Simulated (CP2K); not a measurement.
**CP2K run on LiBr (Fm-3m, 2 atoms in the cell): self-consistent single point**

Level of theory: LDA (Pade form), GPW, DZVP-MOLOPT-SR-GTH basis, GTH-PADE potentials (GTH_POTENTIALS) in CP2K.

The input file:

```
&GLOBAL
  PROJECT run
  RUN_TYPE ENERGY_FORCE
  PRINT_LEVEL LOW
&END GLOBAL
&FORCE_EVAL
  METHOD Quickstep
  STRESS_TENSOR ANALYTICAL
  &DFT
    BASIS_SET_FILE_NAME BASIS_MOLOPT
    POTENTIAL_FILE_NAME GTH_POTENTIALS
    &QS
      METHOD GPW
      EPS_DEFAULT 1E-10
    &END QS
    &MGRID
      CUTOFF 400
      REL_CUTOFF 50
      NGRIDS 4
    &END MGRID
    &SCF
      SCF_GUESS ATOMIC
      EPS_SCF 1E-6
      MAX_SCF 100
      ADDED_MOS 4
      &DIAGONALIZATION
        ALGORITHM STANDARD
      &END DIAGONALIZATION
      &MIXING
        METHOD BROYDEN_MIXING
        ALPHA 0.4
        NBUFFER 8
      &END MIXING
      &SMEAR ON
        METHOD FERMI_DIRAC
        ELECTRONIC_TEMPERATURE [K] 116.05
      &END SMEAR
    &END SCF
    &KPOINTS
      SCHEME MONKHORST-PACK 10 10 10
      GAMMA_CENTERED T
    &END KPOINTS
    &XC
      &XC_FUNCTIONAL PADE
      &END XC_FUNCTIONAL
    &END XC
    &PRINT
      &MO
        EIGENVALUES T
        OCCUPATION_NUMBERS T
        NDIGITS 8
        FILENAME mo
        &EACH
          QS_SCF 0
        &END EACH
        ADD_LAST NUMERIC
      &END MO
      &MULLIKEN OFF
      &END MULLIKEN
    &END PRINT
  &END DFT
  &SUBSYS
    &CELL
      A 3.85046500 0.00000000 0.00000000
      B 1.92523300 3.33460100 0.00000000
      C 1.92523300 1.11153400 3.14389200
      PERIODIC XYZ
    &END CELL
    &COORD
      SCALED
      Li       0.00000000     0.00000000     0.00000000
      Br       0.50000000     0.50000000     0.50000000
    &END COORD
    &KIND Li
      BASIS_SET DZVP-MOLOPT-SR-GTH
      POTENTIAL GTH-PADE-q3
    &END KIND
    &KIND Br
      BASIS_SET DZVP-MOLOPT-SR-GTH
      POTENTIAL GTH-PADE-q7
    &END KIND
  &END SUBSYS
  &PRINT
    &FORCES ON
    &END FORCES
    &STRESS_TENSOR ON
    &END STRESS_TENSOR
  &END PRINT
&END FORCE_EVAL
```

Log, with long lists cut:

```
 GLOBAL| Method name                                                        CP2K
 GLOBAL| Project name                                                        run
 GLOBAL| Run type                                                   ENERGY_FORCE

 TOTAL NUMBERS AND MAXIMUM NUMBERS

  Total number of            - Atomic kinds:                                   2
                             - Atoms:                                          2
                             - Shell sets:                                     2
                             - Shells:                                         9
                             - Primitive Cartesian functions:                  9
                             - Cartesian basis functions:                     20
                             - Spherical basis functions:                     19

  Maximum angular momentum of- Orbital basis functions:                        2
                             - Local part of the GTH pseudopotential:          6
                             - Non-local part of the GTH pseudopotential:      4

 SCF PARAMETERS         Density guess:                                    ATOMIC
                        max_scf:                                             100
                        max_diis:                                              4
                        eps_scf:                                        1.00E-06
                        eps_diis:                                       1.00E-01
                        eps_eigval:                                     1.00E-05
                        level_shift [a.u.]:                             0.000000
                        added MOs                                         4    0
                        Mixing method:                            BROYDEN_MIXING
                                                charge density mixing in g-space
                        Smear method:                                FERMI_DIRAC
                        Electronic temperature [K]:                        116.0
                        Electronic temperature [a.u.]:                  3.68E-04
                        Accuracy threshold:                             1.00E-10
                        No outer SCF

 Extrapolation method: initial_guess

 Number of electrons:                                                         10
 Number of occupied orbitals:                                                  5
 Number of molecular orbitals:                                                 9

 Number of orbital functions:                                                 19
 Number of independent orbital functions:                                     19

 SCF WAVEFUNCTION OPTIMIZATION

  Step     Update method      Time    Convergence         Total energy    Change
     1 NoMix/Diag. 0.40E+00      -     0.85357222       -20.9903529627 -2.10E+01
     2 Broy./Diag. 0.40E+00      -     0.02548314       -20.8969241539  9.34E-02
     3 Broy./Diag. 0.40E+00      -     0.01867871       -20.9428151080 -4.59E-02
     4 Broy./Diag. 0.40E+00      -     0.00261711       -20.9545167746 -1.17E-02
     5 Broy./Diag. 0.40E+00      -     0.00007588       -20.9494168212  5.10E-03
     6 Broy./Diag. 0.40E+00      -     0.00003050       -20.9494822556 -6.54E-05
     7 Broy./Diag. 0.40E+00      -     0.00000540       -20.9495412496 -5.90E-05
     8 Broy./Diag. 0.40E+00      -     0.00000593       -20.9495328284  8.42E-06
     9 Broy./Diag. 0.40E+00      -     0.00000011       -20.9495323179  5.10E-07

  *** SCF run converged in     9 steps ***

  Electronic density on regular grids:         -9.9999999997        0.0000000003
  Core density on regular grids:                9.9999999983       -0.0000000017
  Total charge density on r-space grids:       -0.0000000014
  Total charge density g-space grids:          -0.0000000014

  Overlap energy of the core charge distribution:               0.00000000000002
  Self energy of the core charge distribution:                -33.99242240875233
  Core Hamiltonian energy:                                      6.45268212319231
  Hartree energy:                                              10.93707191589361
  Exchange-correlation energy:                                 -4.34686394828336
  Electronic entropic energy:                                  -0.00000000000000
  Fermi energy:                                                 0.09040707312152

  Total energy:                                               -20.94953231794975
  Total energy (extrapolated to T->0):                        -20.94953231794975

 ENERGY| Total FORCE_EVAL ( QS ) energy [hartree]            -20.949532219323547

 FORCES| Atomic forces [hartree/bohr]
 FORCES|   Atom     x               y               z               |f|
 FORCES|      1 -8.22845205E-16  6.78813064E-16 -1.02301461E-15   1.47797845E-15
 FORCES|      2  5.35477693E-15  2.96832920E-15  8.16446724E-15   1.02050546E-14
 FORCES| Sum     4.53193173E-15  3.64714226E-15  7.14145263E-15
 FORCES| Total atomic force                                       9.21088473E-15

 STRESS| Analytical stress tensor [bar]
 STRESS|                        x                   y                   z
 STRESS|      x       -1.69436551305E+04  -2.45273083965E-02  -1.73434082838E-02
 STRESS|      y       -2.45273083965E-02  -1.69436728667E+04  -1.82225215948E-02
 STRESS|      z       -1.73434082838E-02  -1.82225215948E-02  -1.69436965013E+04
 STRESS| 1/3 Trace                                            -1.69436748329E+04
```

The run converged in 9 iterations.

The starting cell comes from a database of computed structures (which also holds hypothetical and non-ambient phases and stackings), without a prior relaxation at this level. Values carry the incompleteness of an atom-centred basis.

Cost on one core of a shared machine: roughly 60 s.
